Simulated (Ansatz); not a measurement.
Band structure of Te2Mo (P6_3/mmc, 6 atoms in the cell).

```
CELL_PARAMETERS angstrom
      3.50111     0.00000     0.00000
     -1.75056     3.03205     0.00000
      0.00000     0.00000    14.38265
ATOMIC_POSITIONS crystal
  Te 0.33333 0.66667 0.62782
  Te 0.66667 0.33333 0.37218
  Te 0.66667 0.33333 0.12782
  Te 0.33333 0.66667 0.87218
  Mo 0.33333 0.66667 0.25000
  Mo 0.66667 0.33333 0.75000
```

Method: PBE, PAW files (plane waves; Ansatz, an electronic-structure program).

Settings: basis.ecutwfc = 420 eV; kpoints.mp_grid.grid = 6 6 2; hamiltonian.xc = pbe; hamiltonian.pseudopotentials = {kind: paw} (the program's default PAW files); scf.occupations.method = fixed; kpoints.band_path.npoints = 8.

The starting cell comes from a database of computed structures (which also holds hypothetical and non-ambient phases and stackings), without a prior relaxation at this level. Its lattice was rescaled by a random factor within 2.5 % of one. Spin-orbit coupling is off.

**Question.** Predict the gap along the standard path and the places of the band edges.

**Answer.** The gap along the path is 0.93 eV, from Γ to a point between K and Γ; the smallest direct gap on it is 1.05 eV.

Levels in eV from the top of the valence band on the path, bands 43 to 50:
```
point     43     44     45     46    47    48    49    50
-----  -----  -----  -----  -----  ----  ----  ----  ----
Γ      -1.06  -0.93  -0.56   0.00  3.12  3.12  3.19  3.19
M      -0.94  -0.91  -0.51  -0.35  1.34  1.38  1.60  1.84
K      -1.78  -1.78  -0.23  -0.07  0.98  0.98  1.50  2.26
A      -1.07  -1.07  -0.13  -0.13  3.15  3.15  3.15  3.15
L      -0.92  -0.92  -0.43  -0.43  1.35  1.35  1.73  1.73
H      -1.86  -1.86  -0.16  -0.16  0.98  0.98  1.85  1.85
```

Keys are those of Ansatz 0.2.
